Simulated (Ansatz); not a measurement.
Take HfN in the rock salt structure (space group Fm-3m, No. 225; a = 4.526 Å; relaxed with 0.1 eV smearing) as the base. Axes: x, y, z lie along the cube axes.

All numbers come from r2SCAN, PAW, 500 eV (Ansatz, a quantum-chemistry and plane-wave program; no SOC), earlier PAW set.

Base values:

The pressure is 0.0 GPa and the shortest interatomic distance is 2.263 Å.

Perturbation: tensor shear ε_xz = −1.37 % (engineering shear γ = -0.0274), atoms relaxed at fixed cell.

Task: What happens to the energy relative to the base?

Result: The energy rises by 3.5 meV/atom.

Task: Predict the new pressure.

Result: The pressure (mean of the normal stresses, compression positive) hardly moves (0.0 GPa against 0.1 GPa).

Task: Estimate the effect on the shortest interatomic distance.

Result: The shortest interatomic distance stays 2.263 Å.

The cells carry an imposed strain or load. No phonon test of stability was made. The final runs are not spin-polarised. An odd electron count without spin: HfN.
